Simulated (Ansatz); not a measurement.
The parent structure is MgB2 (space group P6/mmm, No. 191; a = 3.075 Å, c = 3.525 Å; relaxed with 0.1 eV smearing).

All numbers come from Ansatz (a program for electronic structure) PBE, no spin-orbit coupling.

Before the change:

The pressure is 0.0 GPa. The band gap is zero.

It is then changed as follows: every lattice vector is stretched by 1.84 %; the atoms relax in the strained cell.

Question: Estimate the effect on the energy relative to the base.

Answer: The energy goes up by 13 meV/atom.

Question: What does the calculation give for the pressure after the change?

Answer: The pressure (mean of the normal stresses, compression positive) goes from zero to -7.5 GPa.

Question: Estimate the effect on the band gap.

Answer: The band gap stays zero.

No phonon test of stability was made. All final runs are without spin polarisation.
